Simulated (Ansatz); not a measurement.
```xyz
2
Lattice="12.5000 0.0000 0.0000 0.0000 11.0000 0.0000 0.0000 0.0000 2.4536" Properties=species:S:1:pos:R:3 pbc="T T T"
Al     5.0475     5.5000     0.0000
Al     7.4525     5.5000     1.2268
```

Calculation: PBE (plane waves to 420 eV, PAW; Ansatz, a program for electronic structure). Mesh 1×1×72. No spin polarisation, so a magnetic state wasn't tested. It repeats along c; a and b span vacuum. A model structure. It keeps the symmetry and period of its start, so it need not be a minimum against all distortions. Pairing along the axis, which can open a gap, is among the distortions not tried.

Task: Say what this body is, and give its properties.

Result: Free zigzag chain of Al atoms. A hypothetical model.
```
Item                                                                                                                 Value
--------------------------------------------------------------------  ----------------------------------------------------
PBE gap                                                                                               none (under 0.01 eV)
crossings of the Fermi level between Γ and the zone edge (49 points)  2, each for both spins (ideal conductance 2 × 2e²/h)
work function (PBE)                                                                                                4.15 eV
```
